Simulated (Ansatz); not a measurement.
## MgB2 under a change: tensor shear ε_xz = +2.00 %

Start from MgB2 (space group P6/mmm, No. 191; a = 3.0640 Å, c = 3.4977 Å; relaxed with 0.1 eV smearing). Axes: x lies along a and z along c of the hexagonal cell.

The change: tensor shear ε_xz = +2.00 % (engineering shear γ = 0.0400), atoms relaxed at fixed cell.

Calculations: PBEsol (Ansatz, a first-principles code, PAW, scalar-relativistic without spin-orbit coupling). k-mesh 22×22×17 (Γ-centred); smearing 0.1 eV (Fermi–Dirac).

The volume per atom is still 9.48 Å³ and the shortest interatomic distance stays 1.769 Å. The energy increases by 3.6 meV/atom and the pressure (mean of the normal stresses, compression positive) goes from zero to 0.2 GPa. The band gap remains zero and the stress (xx, yy, zz, yz, xz, xy; compression positive) is (0.2, 0.0, 0.4, 0.0, -3.1, 0.0) GPa.

The cells carry an imposed strain or load. Stability against distortions was not tested. All final runs are without spin polarisation.
